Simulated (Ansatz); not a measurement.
Mo5SiB2 (space group I4/mcm, No. 140)

```
CELL_PARAMETERS angstrom
     -2.99907     2.99907     5.51038
      2.99907    -2.99907     5.51038
      2.99907     2.99907    -5.51038
ATOMIC_POSITIONS crystal
  Si 0.75000 0.75000 0.00000
  Si 0.25000 0.25000 0.00000
  B  0.37852 0.87852 0.25703
  B  0.62148 0.12148 0.74297
  B  0.87852 0.62148 0.50000
  B  0.12148 0.37852 0.50000
  Mo 0.00000 0.00000 0.00000
  Mo 0.50000 0.50000 0.00000
  Mo 0.80363 0.97506 0.50000
  Mo 0.19637 0.02494 0.50000
  Mo 0.97506 0.47506 0.17142
  Mo 0.02494 0.52494 0.82858
  Mo 0.47506 0.30363 0.50000
  Mo 0.52494 0.69637 0.50000
  Mo 0.30363 0.80363 0.82858
  Mo 0.69637 0.19637 0.17142
```

Calculations: plane-wave PAW DFT at the PBEsol level (Ansatz, a first-principles code, 420 eV), spin-orbit coupling left out. k-mesh 9×9×9 (Γ-centred); smearing 0.05 eV (Fermi–Dirac).

```yaml
volume_per_atom: 12.39 Å³
density: 8.87 g/cm³
band_gap: zero
total_energy: -3177.230 eV/atom (σ→0; compares only within this code and set-up)
```

Whether these cells are dynamically stable was not tested. All final runs are without spin polarisation.
